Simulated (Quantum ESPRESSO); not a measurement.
Worked example: self-consistent single point of LaSi₃Ru (I4mm, 5 atoms in the cell) in Quantum ESPRESSO.

Level of theory: LDA (PZ), GBRV 1.5 ultrasoft (LDA) pseudopotentials (plane waves; Quantum ESPRESSO 7.5).

```yaml
crystal:
  lattice:
    - [-2.13273, 2.13273, 4.98224]
    - [2.13273, -2.13273, 4.98224]
    - [2.13273, 2.13273, -4.98224]
  atoms:
    - { symbol: La, position: [0.99929, 0.99929, 0.00000] }
    - { symbol: Si, position: [0.41773, 0.41773, 0.00000] }
    - { symbol: Si, position: [0.26066, 0.76066, 0.50000] }
    - { symbol: Si, position: [0.76066, 0.26066, 0.50000] }
    - { symbol: Ru, position: [0.65565, 0.65565, 0.00000] }
```

Reference input (self-consistent single point, DFT, PBEsol, plane waves, GBRV 1.5 ultrasoft (PBESOL) pseudopotentials): ecutwfc = 40 Ry; ecutrho = 320 Ry; occupations = smearing; smearing = gaussian; degauss = 0.0036749 Ry; potentials = {La: la_pbesol_v1.uspp.F.UPF, Si: si_pbesol_v1.uspp.F.UPF, Ru: ru_pbesol_v1.2.uspp.F.UPF}; K_POINTS = automatic 9 9 9 0 0 0; conv_thr = 1e-10 Ry; mixing_beta = 0.5. This run's input differs from it in these lines:

```diff
@@ -24,5 +24,5 @@
 ATOMIC_SPECIES
-La   138.9055  la_pbesol_v1.uspp.F.UPF
-Si    28.0850  si_pbesol_v1.uspp.F.UPF
-Ru   101.0700  ru_pbesol_v1.2.uspp.F.UPF
+La   138.9055  la_lda_v1.uspp.F.UPF
+Si    28.0850  si_lda_v1.uspp.F.UPF
+Ru   101.0700  ru_lda_v1.2.uspp.F.UPF
 ATOMIC_POSITIONS {alat}
```

Log, with long lists cut:

```
     Self-consistent Calculation

     iteration #  1     ecut=    40.00 Ry     beta= 0.50

---- Real-time Memory Report at c_bands before calling an iterative solver
           584 MiB given to the printing process from OS
           133 MiB allocation reported by mallinfo(arena+hblkhd)
------------------

     negative rho (up, down):  1.423E-01 0.000E+00

     total energy              =    -325.71114410 Ry
     estimated scf accuracy    <       0.41998677 Ry

     iteration #  2     ecut=    40.00 Ry     beta= 0.50

---- Real-time Memory Report at c_bands before calling an iterative solver
   [... lines left out ...]
           670 MiB given to the printing process from OS
           165 MiB allocation reported by mallinfo(arena+hblkhd)
------------------

     negative rho (up, down):  1.297E-01 0.000E+00

     total energy              =    -325.81995096 Ry
     estimated scf accuracy    <          1.9E-10 Ry

     iteration # 15     ecut=    40.00 Ry     beta= 0.50

---- Real-time Memory Report at c_bands before calling an iterative solver
           670 MiB given to the printing process from OS
           165 MiB allocation reported by mallinfo(arena+hblkhd)
------------------

     negative rho (up, down):  1.297E-01 0.000E+00
     End of self-consistent calculation

     the Fermi energy is    12.5350 ev

!    total energy              =    -325.81995096 Ry
     estimated scf accuracy    <          3.3E-12 Ry
     smearing contrib. (-TS)   =      -0.00021705 Ry
     internal energy E=F+TS    =    -325.81973391 Ry

     convergence has been achieved in  15 iterations

     negative rho (up, down):  1.297E-01 0.000E+00

     Forces acting on atoms (cartesian axes, Ry/au):

     atom    1 type  1   force =     0.00000000    0.00000000   -0.00136585
     atom    2 type  2   force =     0.00000000   -0.00000000    0.00754796
     atom    3 type  2   force =     0.00000000   -0.00000000   -0.00440230
     atom    4 type  2   force =     0.00000000    0.00000000   -0.00440230
     atom    5 type  3   force =     0.00000000    0.00000000    0.00262249

     Total force =     0.010221     Total SCF correction =     0.000004

     negative rho (up, down):  1.297E-01 0.000E+00
          total   stress  (Ry/bohr**3)                   (kbar)     P=      -52.43
  -0.00035049  -0.00000000  -0.00000000          -51.56       -0.00       -0.00
  -0.00000000  -0.00035049  -0.00000000           -0.00      -51.56       -0.00
   0.00000000   0.00000000  -0.00036829            0.00        0.00      -54.18

   JOB DONE.
```

The run converged in 15 iterations. Against the reference run the pressure goes from -3.00 to -5.24 GPa and the largest force goes from 0.091 to 0.194 eV/Å.

The starting cell comes from a database of computed structures (which also holds hypothetical and non-ambient phases and stackings), without a prior relaxation at this level. Spin polarisation is off. With a pressure of about -5 GPa the cell is away from its equilibrium volume at this level.

Cost on one core of a shared machine: roughly 5 min.
